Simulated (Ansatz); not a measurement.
## SrTiO3: strain along the normal

SrTiO3 (cubic perovskite, Pm-3m, 11.451 Å³/atom at rest) under an equal strain ε in the (001) plane with the normal axis free, as in a coherent film. LDA in Ansatz, a plane-wave DFT program (PAW, default set), 420 eV, 9×9×9 Γ-centred mesh, Fermi-Dirac smearing 0.05 eV; ions are relaxed within the symmetry of each cell.

Here s stands for strain and y for normal strain.

```
strain (%)  normal strain (%)
----------  -----------------
-3.00                       ?
-1.20                    0.72
-0.60                    0.35
0.00                     0.00
0.60                    -0.34
1.20                    -0.67
```

The 5 complete rows are fitted with a straight line, y against s. Means: s 0, y 0.012. About the means, the sum of products is -2.0820 and the sum of squares of s is 3.6000; the slope is their ratio. Least squares gives y = 0.012 - 0.5783·s. Residuals (row less fit): 0.014, -0.009, -0.012, -0.005, 0.012; standard error 0.014 (degrees of freedom: 3). The slope, -0.58 ± 0.01, is the elastic response of the normal axis, −2C12/C11 for this plane.

Q: What does the fit predict for y at s = -3.00, and how far is the calculated value from it?

A: y = 0.012 - 0.5783 × (-3.0) = 1.747%. The calculation gives 1.89%, 0.143% above the prediction (5.6 % of the range of y in the table). The row lies outside the fitted rows, so this is an extrapolation. From the scatter of the fitted rows alone, a prediction at this place has a standard error of 0.027%, so the miss is 5.3 times that.

One order more, fitted to all 11 runs of the series, follows each within 0.01, so the miss is the next term of a smooth law. The primitive cell can neither tilt nor turn polar against its symmetry, as such crystals can under strain. SrTiO3 is here the ideal cubic form; the compound distorts at low or room temperature. Rows are the converged runs of the series near zero and its far end; series whose fitted rows scatter by over a few per cent of the range, as at a crossing or softening among them, aren't shown in this form. Most that stay on the fit to the last digits aren't either.
